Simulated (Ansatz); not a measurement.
## BaS3 (space group P-42_1m, No. 113)

```yaml
crystal:
  lattice:
    - [6.92387, 0.00000, 0.00000]
    - [0.00000, 6.92387, 0.00000]
    - [0.00000, 0.00000, 4.20406]
  atoms:
    - { symbol: Ba, position: [0.50000, 0.50000, 0.00000] }
    - { symbol: Ba, position: [0.00000, 0.00000, 0.00000] }
    - { symbol: S, position: [0.67888, 0.82112, 0.47423] }
    - { symbol: S, position: [0.82112, 0.32112, 0.52577] }
    - { symbol: S, position: [0.32112, 0.17888, 0.47423] }
    - { symbol: S, position: [0.17888, 0.67888, 0.52577] }
    - { symbol: S, position: [0.50000, 0.00000, 0.20826] }
    - { symbol: S, position: [0.00000, 0.50000, 0.79174] }
```

Calculations: r2SCAN (Ansatz, a first-principles code, PAW, no spin-orbit coupling). Γ-centred 5×5×8 mesh, Fermi–Dirac width 0.05 eV.

| Property | Result |
|---|---|
| Volume per atom | 25.19 Å³ |
| Density | 3.85 g/cm³ |
| Band gap | 1.77 eV, indirect, Γ → Γ–Z (17 % along) |
| Electron mass | 2.4 mₑ along k, 0.53 mₑ across |
| Total energy | -2171.759 eV/atom (σ→0; compares only within this code and set-up) |

Masses are band curvatures over ±0.01 Å⁻¹ around the edge. Along k means along the line from Γ to the band edge. Whether these cells are dynamically stable was not tested.
